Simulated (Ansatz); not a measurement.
AlN, response to strain

Take AlN in the wurtzite structure (space group P6_3mc, No. 186; a = 3.107 Å, c = 4.978 Å) as the base. Axes: x lies along a and z along c of the hexagonal cell.

Strains are applied to the cell and any free atomic positions relax; under biaxial strain the out-of-plane vector relaxes too.

Method: DFT with r2SCAN, PAW potentials and a 500 eV plane-wave cutoff in Ansatz (a program for electronic structure), no SOC.

Candidates:
(a) isotropic strain −1.98 %
(b) strain tensor (xx, yy, zz, yz, xz, xy) = (+0.91, +0.49, +1.36, +0.19, +0.29, +0.04) %
(c) uniaxial strain ε_zz = −1.63 %
(d) biaxial strain +0.63 %, plane normal [001], relaxed out of plane

Before the change:

The band gap is 4.88 eV.

Q: Order them by band gap, lowest first.

A: (b) strain tensor (xx, yy, zz, yz, xz, xy) = (+0.91, +0.49, +1.36, +0.19, +0.29, +0.04) % (4.66 eV), (d) biaxial strain +0.63 %, plane normal [001], relaxed out of plane (4.74 eV), (c) uniaxial strain ε_zz = −1.63 % (4.93 eV), (a) isotropic strain −1.98 % (5.44 eV)

Whether these cells are dynamically stable was not tested.
